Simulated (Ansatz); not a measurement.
# Hypothetical zinc blende PbTe: pressure series

Take PbTe in the zinc blende structure (space group F-43m, No. 216; a = 7.2853 Å; a hypothetical phase, not in the database extracts checked) as the base.

Cell and atoms are relaxed at each pressure.

All numbers come from Kohn–Sham DFT with the r2SCAN functional, run in Ansatz (a quantum-chemistry and plane-wave program) with PAW and 500 eV plane waves, without spin-orbit coupling, earlier PAW set.

Computed cases, in order: pressure −2 GPa; pressure −1 GPa; 0 GPa (base); pressure 3 GPa; pressure 7 GPa; pressure 15 GPa; pressure 30 GPa; pressure 50 GPa; pressure 75 GPa; pressure 100 GPa.

### Question
Between which two neighbouring cases does the band gap open or close?

### Answer
Between pressure 7 GPa (0.22 eV) and pressure 15 GPa (zero). The whole series: pressure −2 GPa: 0.94 eV; pressure −1 GPa: 0.84 eV; 0 GPa (base): 0.75 eV; pressure 3 GPa: 0.51 eV; pressure 7 GPa: 0.22 eV; pressure 15 GPa: zero; pressure 30 GPa: zero; pressure 50 GPa: zero; pressure 75 GPa: zero; pressure 100 GPa: zero.

The mesh was chosen for an insulator and is coarse for the gapless case. Spin-orbit coupling, missing from the scalar runs, can matter with Pb and Te. Load acts through the strain it causes; cell and atoms are relaxed under it. Whether these cells are dynamically stable was not tested. Competing high-pressure phases were not computed. The final runs are not spin-polarised. A zero or small gap of PbTe under pressure 7 GPa, PbTe under pressure 15 GPa and PbTe under pressure 30 GPa can be the functional's error rather than a property of the material.
